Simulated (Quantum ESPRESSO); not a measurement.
**Habitual settings against a tight run: Ta2O5 (Pmmm, 7 atoms in the cell)**

Self-consistent single point.

```yaml
crystal:
  lattice:
    - [3.76961, 0.00000, 0.00000]
    - [0.00000, 3.96487, 0.00000]
    - [0.00000, 0.00000, 6.64880]
  atoms:
    - { symbol: Ta, position: [0.50000, 0.00000, 0.50000] }
    - { symbol: Ta, position: [0.00000, 0.00000, 0.00000] }
    - { symbol: O, position: [0.50000, 0.50000, 0.50000] }
    - { symbol: O, position: [0.00000, 0.00000, 0.67966] }
    - { symbol: O, position: [0.00000, 0.00000, 0.32034] }
    - { symbol: O, position: [0.00000, 0.50000, 0.00000] }
    - { symbol: O, position: [0.50000, 0.00000, 0.00000] }
```

Method: LDA (PZ), GBRV 1.5 ultrasoft (LDA) pseudopotentials (plane waves; Quantum ESPRESSO 7.5).

Base settings: ecutwfc = 40 Ry; ecutrho = 320 Ry; occupations = smearing; smearing = fd; degauss = 0.000734986 Ry; potentials = {Ta: ta_lda_v1.uspp.F.UPF, O: o_lda_v1.2.uspp.F.UPF}; K_POINTS = automatic 6 6 4 0 0 0; conv_thr = 1e-10 Ry; mixing_beta = 0.3.

Tight run (finer mesh or higher cutoff; not a proven limit): ecutwfc: 40 Ry → 56 Ry; ecutrho: 320 Ry → 448 Ry; conv_thr: 1e-10 Ry → 7.3e-11 Ry; K_POINTS: automatic 6 6 4 0 0 0 → automatic 9 9 6 0 0 0. It gave top of the valence band (on the code's own zero) 7.23 eV; gap on the k-point mesh 0.19 eV; pressure -20.72 GPa; largest force (vector length) 0.049 eV/Å.

Quick runs, as changes from the base:
- A: the base itself
- B: ecutwfc: 40 Ry → 20 Ry; ecutrho: 320 Ry → 160 Ry; degauss: 0.000734986 Ry → 0.0147 Ry; K_POINTS: automatic 6 6 4 0 0 0 → automatic 4 4 4 0 0 0
- C: ecutwfc: 40 Ry → 32 Ry; ecutrho: 320 Ry → 256 Ry; smearing: fd → gauss; degauss: 0.000734986 Ry → 0.0099958 Ry; conv_thr: 1e-10 Ry → 7.3e-06 Ry; K_POINTS: automatic 6 6 4 0 0 0 → automatic 2 2 2 0 0 0
- D: K_POINTS: automatic 6 6 4 0 0 0 → automatic 4 4 4 0 0 0
- E: ecutwfc: 40 Ry → 24 Ry; ecutrho: 320 Ry → 192 Ry; smearing: fd → mp; degauss: 0.000734986 Ry → 0.0099958 Ry; conv_thr: 1e-10 Ry → 7.3e-05 Ry; K_POINTS: automatic 6 6 4 0 0 0 → automatic 3 3 3 1 1 1
- F: ecutwfc: 40 Ry → 28 Ry; ecutrho: 320 Ry → 224 Ry; smearing: fd → cold; degauss: 0.000734986 Ry → 0.0147 Ry; K_POINTS: automatic 6 6 4 0 0 0 → automatic 4 4 4 0 0 0

Energies are extrapolated to zero smearing width, which holds to low order in the width alone (under cold and Methfessel-Paxton smearing the free energy itself is taken).

Dashes: gap of B, C, F, no gap found; time of B, C, E, under 30 s; pressure of C, E, not trusted under this conv_thr with d or f elements.

Gaps are read on each run's own mesh, which may miss the band edges.

The count of work is k-points × plane waves × bands × iterations; it is no time. Core times come from one kind of shared machine and are given to one figure; runs under 30 s give none.

The starting cell comes from a database of computed structures (which also holds hypothetical and non-ambient phases and stackings), without a prior relaxation at this level. Its lattice was rescaled by a random factor within 2.5 % of one. Spin-orbit coupling is off. Spin polarisation is off. In the base run, with a pressure of about -21 GPa the cell is away from its equilibrium volume at this level.

```
run  energy less tight (meV/atom)  pressure less tight (GPa)  largest miss in a force vector (eV/Å)  gap on the mesh less tight (eV)  count of work / tight  core time / tight (rough)
---  ----------------------------  -------------------------  -------------------------------------  -------------------------------  ---------------------  -------------------------
A                            19.3                      -0.55                                  0.001                           -0.052                   0.27                        0.3
B                          2495.9                    -108.48                                  0.743                                –                  0.055                          –
C                           293.3                          –                                  0.568                                –                  0.026                          –
D                            24.0                      -0.53                                  0.006                           -0.072                   0.16                        0.2
E                           741.0                          –                                  0.144                            0.077                  0.013                          –
F                           238.2                     -13.75                                  0.047                                –                   0.10                        0.1
```

The base run finds a smaller gap than the tight one, whose mesh may miss a band edge.

Among the runs at the tight run's level, the energy misses run from 19.3 to 2495.9 meV/atom.

Left out of this page: 1 run of the series outside the window shown, repeating another row's setting, or not comparable.
